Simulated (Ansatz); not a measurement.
**What strain tensor (xx, yy, zz, yz, xz, xy) = (−0.13, −1.53, +0.93, −0.17, +0.49, +1.88) % does to AlN**

The reference is AlN in the wurtzite structure (space group P6_3mc, No. 186; a = 3.107 Å, c = 4.978 Å). Axes: x lies along a and z along c of the hexagonal cell.

The change: strain tensor (xx, yy, zz, yz, xz, xy) = (−0.13, −1.53, +0.93, −0.17, +0.49, +1.88) %; the atoms relax in the strained cell.

Computed with r2SCAN (Ansatz, an electronic-structure program), no spin-orbit coupling, earlier PAW set. k-mesh 12×12×7 (Γ-centred); smearing 0.05 eV (Fermi–Dirac).

```tsv
quantity	base	changed	shift
volume per atom	10.40 Å³	10.32 Å³	-0.08 Å³
space group	P6_3mc (No. 186)	P1 (No. 1)	–
shortest interatomic distance	188.8 pm	187.3 pm	-1.5 pm
energy relative to the base (free energy F)	0 meV/atom	+10 meV/atom	+10 meV/atom
pressure (mean of the normal stresses, compression positive)	0.01 GPa	1.82 GPa	+1.81 GPa
band gap	4.87 eV	4.92 eV	+0.05 eV
gap character	direct at Γ	direct at Γ	–
valence-band top at Γ (three highest levels, from the VBM)	0.00, -0.22, -0.22 eV	0.00, -0.10, -0.30 eV	–
largest internal atomic displacement	–	0.023 Å	–
stress (xx, yy, zz, yz, xz, xy; compression positive)	–	(1.57, 5.96, -2.07, 0.30, -1.15, -5.39) GPa	–
```

Stability against distortions was not tested. k-point labels follow each cell's own Brillouin zone.
